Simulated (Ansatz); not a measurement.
## Hypothetical diamond Pt under a change: pressure 0.3 GPa

Consider Pt in the diamond structure (space group Fd-3m, No. 227; a = 5.688 Å; a hypothetical phase, not in the database extracts checked).

Modification: a hydrostatic pressure of 0.3 GPa.

Computed with plane-wave PAW DFT at the PBEsol level (Ansatz, a first-principles code, 420 eV), no spin-orbit coupling. Settings: 14×14×14 k-points, 0.05 eV Fermi–Dirac smearing.

```
quantity                              base      changed         shift
-----------------------------  -----------  -----------  ------------
volume per atom                   23.01 Å³     22.96 Å³      -0.05 Å³
density                        14.08 g/cm³  14.11 g/cm³   +0.03 g/cm³
shortest interatomic distance   4.655 bohr   4.651 bohr  -0.0033 bohr
band gap                              zero         zero             –
```

Final structure:

```
CELL_PARAMETERS angstrom
      0.00000     2.84210     2.84210
      2.84210     0.00000     2.84210
      2.84210     2.84210     0.00000
ATOMIC_POSITIONS crystal
  Pt 0.25000 0.25000 0.25000
  Pt 0.00000 0.00000 0.00000
```

Load acts through the strain it causes; cell and atoms are relaxed under it. Whether these cells are dynamically stable was not tested. The final runs are not spin-polarised. Pt has a high density of states at the Fermi level and may be magnetic at this level.
